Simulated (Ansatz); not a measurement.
The parent structure is a 12-atom supercell of WS2 in the 2H-MoS2 type structure (space group P6_3/mmc, No. 194; layered, stacked along the Cartesian z axis) at its relaxed geometry.

```
CELL_PARAMETERS angstrom
      4.67234    -2.69758     0.00000
      1.55745     2.69758     0.00000
      0.00000     0.00000    11.77332
ATOMIC_POSITIONS crystal
  W  0.83333 0.50000 0.25000
  W  0.33333 0.00000 0.25000
  W  0.16667 0.50000 0.75000
  W  0.66667 0.00000 0.75000
  S  0.83333 0.50000 0.61646
  S  0.33333 0.00000 0.61646
  S  0.16667 0.50000 0.11646
  S  0.66667 0.00000 0.11646
  S  0.16667 0.50000 0.38354
  S  0.66667 0.00000 0.38354
  S  0.83333 0.50000 0.88354
  S  0.33333 0.00000 0.88354
```

All numbers come from PBEsol-D3(BJ)/PAW in Ansatz (a first-principles code), scalar-relativistic without spin-orbit coupling, earlier PAW set.

One neutral defect a cell, atoms relaxed at fixed cell.

One change was made to it. Results:

| quantity | base | after |
|---|---|---|
| pressure | 0.0 GPa | -0.9 GPa |
| largest displacement of a host atom from its site in the perfect cell | – | 0.08 Å |

Question: Which change produced these results?
A) W vacancy
B) Re on a W site
C) Pb on a S site

Answer: B, Re on a W site. For comparison, the pressure in the other runs: Pb on a S site gives 3.9 GPa; W vacancy gives 1.1 GPa.

The magnetic state is the one reached from the starting moments; the real material's order can differ, and small cells can't hold many antiferromagnetic ones. In so small a cell the defect repeats every few ångströms: this is an ordered compound, not a dilute defect. A case with no gap was solved on a k-mesh chosen for an insulator, which is coarse for it. Starting moments died away, wholly or in part, for Re on a W site, Pb on a S site and W vacancy; another magnetic solution may exist.
